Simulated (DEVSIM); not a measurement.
System: Schottky contact on n-type CdTe, at 350 K.

Layer 1 from the left is CdTe, thickness (μm) 7.90, Nd (cm⁻³) 3.2e15, τn (s) 6.6e-8, τp (s) 6.6e-8.

Left contact: Schottky, work function 5.47 eV, emission velocity 1.1e7 cm/s. Right contact: ohmic. Voltage is applied to the left contact. Recombination: SRH at mid-gap, Auger. Mobility is μmin + (μ − μmin)/(1 + (N/Nref)^α).

This is a model device: material constants are rounded textbook-type values typed into the input, and sizes, dopings and lifetimes were drawn at random. Values at 300 K; Nc and Nv go as T^1.5, mobilities as T to minus their exponent, the gap by Varshni's rule with the affinity fixed.

CdTe: gap (eV) 1.5, affinity (eV) 4.28, permittivity 10.2, Nc (cm⁻³) 8e17, Nv (cm⁻³) 1.8e19, μn (cm²/Vs) 1000, μp (cm²/Vs) 80, μn,min 100, μp,min 10, Nref,n 1e17, Nref,p 1e17, αn 0.6, αp 0.6, T exponent of μn 1.7, T exponent of μp 1.5, Cn (cm⁶/s) 1e-30, Cp (cm⁶/s) 1e-30, Varshni α (eV/K) 0.00031, Varshni β (K) 108.

Simulated with DEVSIM: 1D drift-diffusion, Boltzmann statistics, complete ionisation; no tunnelling, impact ionisation, image-force lowering or self-heating. Metal contacts follow the ideal Schottky-Mott rule: no Fermi-level pinning, no interface dipoles.

Dark forward current:

```
|V| (V)  |J| (A/cm²)
-------  -----------
0.05       7.483e-10
0.10        2.482e-9
0.15        7.046e-9
0.20        2.064e-8
0.25        6.743e-8
0.30        2.539e-7
0.35        1.086e-6
0.40        5.065e-6
0.45        2.481e-5
0.50       0.0001245
0.55       0.0006302
0.60        0.003197
0.65         0.01616
0.70         0.08082
0.75          0.3927
0.80           1.744
0.85           6.133
0.90           15.29
0.95           28.60
1.00           44.64
1.05           62.45
1.10           81.49
1.15           101.5
1.20           122.2
1.25           143.6
1.30           165.5
```

**Question.** Work out the local ideality factor n = ΔV / (kT/q · ln(J2/J1)) between the rows 0.15 and 0.20 V, 0.55 and 0.60 V, 1.25 and 1.30 V.

**Answer.** kT/q = 30.16 mV. From 0.15 to 0.20 V: ln(2.064e-8/7.046e-9) = 1.075, n = 1.54. From 0.55 to 0.60 V: ln(0.003197/0.0006302) = 1.624, n = 1.02, near the 1 of diffusion or emission over a barrier. From 1.25 to 1.30 V: ln(165.5/143.6) = 0.142, n = 11.68; the layers' resistance at their doping, Σ W/(qμN) = 0.0022 Ω cm², would take 49 mV of this step of 50 mV.

**Question.** Estimate the current at 0.55 V for emission alone, J0 = q v N_band exp(−φB/kT), and read the barrier back from the simulated current.

**Answer.** φB = 1.190 eV, N_band = 1.01e18 cm⁻³, J0 = 1.30e-11 A/cm²; J = J0 (exp(qV/kT) − 1) = 0.00108 A/cm². The simulation gives 0.000630 A/cm²; the estimate lies 72 % above. Read backwards, the simulated current gives an apparent barrier of 1.206 eV. The estimate leaves out transport through the depletion region and minority injection.
